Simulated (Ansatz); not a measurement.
## Computed paths: O vacancy in rock-salt MgO, charge state +2

System: O vacancy in rock-salt MgO (charge state +2). Method: PBE, PAW (plane waves to 420 eV; Ansatz, a program for electronic structure).

64-site cell at the relaxed PBE lattice, the Γ point alone, smearing 0.01 eV, spin-restricted, no finite-size correction. No zero-point or tunnelling terms. The charge state is imposed; whether it is stable for some Fermi level was not computed. Forms of the defect that were not tried may lie lower.

Barriers: single points on a 2×2×2 k-point mesh shifted by half a step at the bands' geometries (they differ from the bands' own by up to 0.06 eV, and are uncertain by about as much).

```
Route                                                   Start site over the lowest site run (eV)  Hop (Å)  Forward barrier (eV)  Backward barrier (eV)                     Neighbours at the start  Neighbours at the saddle                        Saddle order  Forward, on the band's own sampling (eV)
------------------------------------------------------  ----------------------------------------  -------  --------------------  ---------------------  ------------------------------------------  ------------------------  ----------------------------------  ----------------------------------------
one O atom jumps into the vacancy from a nearby O site                                      0.00     2.86                  2.12                   2.12  2 Mg at 2.09, 2 Mg at 2.13, 2 Mg at 2.18 Å            2 Mg at 1.81 Å  not checked, on a symmetry element                                      2.06
```

Paths come from nudged elastic bands with a climbing image.  A band can be held on a symmetry element, so unchecked saddle points there may be too high.
